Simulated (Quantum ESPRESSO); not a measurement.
## Pressure against volume in zinc-blende ZnSe (space group 216) (Quantum ESPRESSO, PBE)

```xyz
2
Lattice="0.0000 2.7846 2.7846 2.7846 0.0000 2.7846 2.7846 2.7846 0.0000" Properties=species:S:1:pos:R:3 pbc="T T T"
Zn     0.0000     0.0000     0.0000
Se     4.1769     4.1769     4.1769
```

Level of theory: PBE, GBRV 1.5 ultrasoft (PBE) pseudopotentials (plane waves; Quantum ESPRESSO). Settings: ecutwfc = 65 Ry; ecutrho = 325 Ry; occupations = smearing; smearing = fermi-dirac; degauss = 0.000734986 Ry; potentials = {Zn: zn_pbe_v1.uspp.F.UPF, Se: se_pbe_v1.uspp.F.UPF}; K_POINTS = automatic 10 10 10 0 0 0; conv_thr = 1e-10 Ry. The cell above is the first row's. The rows scale it uniformly. In all rows fractional positions and the k mesh are held.

```csv
V (Å^3/atom),P (GPa)
21.592,?
22.061,4.33
22.530,2.80
23.000,1.44
23.469,0.21
23.938,-0.88
24.408,-1.86
24.877,-2.74
25.347,-3.53
```

The 8 complete rows are fitted with a cubic, P against V. With u = V - 23.7, the rows have u = -1.6390, -1.1700, -0.7000, -0.2310, 0.2380, 0.7080, 1.1770, 1.6470. Least squares gives P = -0.341 - 2.3318·u + 0.2779·u² - 0.02305·u³. Residuals (row less fit): 0.001, -0.005, 0.005, -0.003, 0.001, 0.001, -0.002, 0.001; standard error 0.004 (degrees of freedom: 4). The fitted pressure is zero at V0 = 23.56, where dP/dV = -2.413, so B0 = -V0·dP/dV = 56.8 GPa.

Problem. What does the fit predict for P at V = 21.592, and how far is the calculated value from it?

Solution. u = -2.1080, so P = -0.341 - 2.3318 × (-2.1080) + 0.2779 × (-2.1080)² - 0.02305 × (-2.1080)³ = 6.025 GPa. The calculation gives 6.04 GPa, 0.015 GPa above the prediction (0.2 % of the range of P in the table). The row lies outside the fitted rows, so this is an extrapolation. From the scatter of the fitted rows alone, a prediction at this place has a standard error of 0.010 GPa, so the miss is 1.5 times that.

Carrying the step between the two nearest rows on in a straight line would have given 5.86, off by 0.18; series whose last step already gives the withheld value aren't shown. The scan was laid around a cell of about the measured size, scaled by a guess for this functional. The runs keep the symmetry of the cell, so they don't test it for distortions. Cutoffs and mesh are single choices, not tested for convergence of this quantity. Series with a scatter that would blur these digits, or in which a gap closes, are not shown.
